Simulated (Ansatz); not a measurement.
The starting structures come from a database of crystals and need not be the phases stable at ambient conditions.

By PBEsol, the system below comes out a metal.

Input:

```
CELL_PARAMETERS angstrom
      4.11157     0.00000     0.00000
      0.00000     5.64108     0.00000
      2.05579     0.00000     3.56072
ATOMIC_POSITIONS crystal
  Sb 0.33333 0.75000 0.33333
  Sb 0.66667 0.25000 0.66667
  Pd 0.00000 0.00000 0.00000
  Pd 0.00000 0.50000 0.00000
```

Space group of this cell: P6_3/mmc, NiAs type. The cell is taken as given; by PBEsol its mean pressure is -2.7 GPa.

The current flows along the normal of the first two printed cell vectors, the (100) plane of the conventional cell. No spin-orbit coupling; the value is a mean over 0.1 eV about the Fermi level.

Task: Give the ballistic conductance per area that PBEsol in Ansatz (an electronic-structure program) yields.

Result: 0.73 × 10¹⁵ S/m² for both spins.
